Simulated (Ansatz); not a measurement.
The reference is HfS2 in the CdI2 type structure (space group P-3m1, No. 164; layered, stacked along the Cartesian z axis).

```xyz
3
Lattice="3.6057 0.0000 0.0000 -1.8028 3.1226 0.0000 0.0000 0.0000 5.7676" Properties=species:S:1:pos:R:3 pbc="T T T"
Hf     0.0000     0.0000     0.0000
S      0.0000     2.0817     1.4564
S      1.8028     1.0409     4.3112
```

Cartesian axes are those of the cell as printed.

Level of theory: Ansatz (a program for electronic structure), PBE-D3(BJ), PAW, cutoff 420 eV, without spin-orbit coupling.

Strains are applied to the cell and any free atomic positions relax.

One change was made to it. Results:

The energy goes up by 0.7 meV/atom; the band gap decreases by 0.09 eV (0.85 eV → 0.76 eV); the smallest direct gap drops by 0.05 eV, from 1.81 eV to 1.76 eV.

Task: Which change produced these results?
A. uniaxial strain ε_zz = −3.00 %
B. uniaxial strain ε_zz = −1.50 %
C. uniaxial strain ε_zz = +2.00 %
D. uniaxial strain ε_zz = +1.50 %
E. uniaxial strain ε_zz = +3.00 %

Result: B, uniaxial strain ε_zz = −1.50 %. For comparison, the band gap in the other runs: uniaxial strain ε_zz = +2.00 % gives 0.95 eV; uniaxial strain ε_zz = +1.50 % gives 0.93 eV; uniaxial strain ε_zz = −3.00 % gives 0.67 eV; uniaxial strain ε_zz = +3.00 % gives 1.00 eV.

Spin-orbit coupling, missing from the scalar runs, can matter with Hf. Stability against distortions was not tested.
